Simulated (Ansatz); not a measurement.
**Response to strain in Ir**

Take Ir in the fcc (Cu type) structure (space group Fm-3m, No. 225; a = 3.812 Å; relaxed with 0.1 eV smearing) as the base. Axes: x, y, z lie along the cube axes.

Strains are applied to the cell and any free atomic positions relax; under biaxial strain the out-of-plane vector relaxes too.

Level of theory: plane-wave PAW DFT at the LDA level (Ansatz, a quantum-chemistry and plane-wave program, 420 eV), no spin-orbit coupling.

Notes on the quantities. energy relative to the base: free energy F.

| change | volume per atom | energy relative to the base |
|---|---|---|
| base | 13.85 Å³ | 0 meV/atom |
| biaxial strain −2.50 %, plane normal [001], relaxed out of plane | 13.44 Å³ | +42 meV/atom |
| biaxial strain −2.00 %, plane normal [001], relaxed out of plane | 13.52 Å³ | +27 meV/atom |
| biaxial strain −1.50 %, plane normal [001], relaxed out of plane | 13.60 Å³ | +15 meV/atom |
| biaxial strain −1.00 %, plane normal [001], relaxed out of plane | 13.68 Å³ | +6.4 meV/atom |
| biaxial strain −0.50 %, plane normal [001], relaxed out of plane | 13.76 Å³ | +1.6 meV/atom |
| biaxial strain +1.00 %, plane normal [001], relaxed out of plane | 14.01 Å³ | +6.0 meV/atom |
| biaxial strain +1.50 %, plane normal [001], relaxed out of plane | (withheld) | (withheld) |
| biaxial strain +2.50 %, plane normal [001], relaxed out of plane | 14.26 Å³ | +36 meV/atom |
| biaxial strain +3.00 %, plane normal [001], relaxed out of plane | 14.34 Å³ | +51 meV/atom |

Some entries are withheld; estimate them.


- biaxial strain +1.50 %, plane normal [001], relaxed out of plane, volume per atom: 14.09 Å³
- biaxial strain +1.50 %, plane normal [001], relaxed out of plane, energy relative to the base: +13 meV/atom

No phonon test of stability was made. All final runs are without spin polarisation.
